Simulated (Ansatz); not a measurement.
Consider LaAl2Ag3 (space group Cmmm, No. 65; a = 5.447 Å, b = 9.663 Å, c = 4.470 Å; a cell from a computed database, its experimental status unchecked). Axes: x, y, z lie along a, b, c of the conventional cell.

Level of theory: DFT with PBEsol, PAW potentials and a 420 eV plane-wave cutoff in Ansatz (an electronic-structure program), no SOC.

Strains are applied to the cell and any free atomic positions relax; under stress the whole cell relaxes.

One change was made to it. Results:

```tsv
quantity	base	after
energy relative to the base (free energy F)	0 meV/atom	+9.9 meV/atom
volume per atom	19.60 Å³	19.29 Å³
band gap	zero	zero
```

Question: Name the change that was made.
(A) uniaxial strain ε_zz = −2.81 %
(B) uniaxial stress, 5 GPa compression along x
(C) strain tensor (xx, yy, zz, yz, xz, xy) = (−0.72, +1.23, +0.01, +0.29, +0.53, +0.44) %
(D) tensor shear ε_xz = −1.34 %

Answer: B, uniaxial stress, 5 GPa compression along x. For comparison, the volume per atom in the other runs: strain tensor (xx, yy, zz, yz, xz, xy) = (−0.72, +1.23, +0.01, +0.29, +0.53, +0.44) % gives 19.70 Å³; uniaxial strain ε_zz = −2.81 % gives 19.05 Å³; tensor shear ε_xz = −1.34 % gives 19.60 Å³.

Without a gap, meshes like the base's 10×10×11 leave anisotropic stresses uncertain by several tenths of a GPa, and small strain energies with them. Stability under load was not tested beyond the relaxation.
